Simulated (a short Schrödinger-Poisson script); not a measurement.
System: gated Al0.33Ga0.67As/GaAs δ-doped gas, at 300 K.

```tsv
layer	material	thickness (nm)	Na (cm⁻³)
1	Al0.33Ga0.67As	20	-
2	Al0.33Ga0.67As	2	-
3	GaAs	6000	2e14
```

Constants are typed, rounded textbook-type inputs, not results; the design itself was drawn at random and stands for no fabricated device. Al0.33Ga0.67As: permittivity 11.96, conduction-band edge (eV) 0.261, gap (eV) 1.836, electron mass (mₑ) 0.0944, Nv at 300 K (cm⁻³) 9e18. GaAs: permittivity 12.9, conduction-band edge (eV) 0, gap (eV) 1.424, Nv at 300 K (cm⁻³) 9e18.

Channel valleys (confinement mass, in-plane density-of-states mass, number): Γ 0.067, 0.067, 1. At the gate the conduction-band edge of layer 1 lies 1.01 eV − eVg above the Fermi level of the channel; the field vanishes at the back. Sheet of ionised δ-doping: +4.5e12 e/cm² at 20 nm from the gate. The barrier under the gate holds no holes. Gaps are held at their typed values at every temperature. Mesh 0.08 nm at interfaces.

From a short Schrödinger-Poisson script (our own, NumPy): 1D Poisson equation in equilibrium, electrons quantum, Hartree (BenDaniel-Duke, 40 states a valley, the channel's in-plane mass for all, wave functions free to enter the barrier), parabolic valleys, classical holes, full ionisation, no traps, pinning or gate leakage.

The same stack at other levels of the model or other numerical settings:

```
run                                                                  sheet density of all electrons at Vg = 0.5 V (cm⁻²)  sheet density of all electrons at Vg = -0.5 V (cm⁻²)  capacitance at Vg = 0.5 V (μF/cm²)  centroid of the channel electrons at Vg = 0.5 V (nm)  rough cost against the base
-------------------------------------------------------------------  ---------------------------------------------------  ----------------------------------------------------  ----------------------------------  ----------------------------------------------------  ---------------------------
base                                                                                                             2.73e12                                               2.79e11                               0.439                                                  7.36                      about 1
electrons treated as classical, Boltzmann                                                                        2.97e12                                               3.03e11                               0.459                                                  4.22                         0.03
electrons treated as classical, Fermi-Dirac                                                                      2.75e12                                               2.96e11                               0.441                                                  6.73                          0.1
electrons treated as quantum, Hartree plus LDA exchange-correlation                                              2.77e12                                               2.90e11                               0.440                                                  6.99                            1
mesh six times as coarse                                                                                         2.73e12                                               2.79e11                               0.439                                                  7.33                          0.2
one subband a valley                                                                                             2.67e12                                               2.45e11                               0.419                                                  5.72                          0.5
```

The classical rows ignore confinement, and Boltzmann statistics overrate the density once the band edge passes the Fermi level.
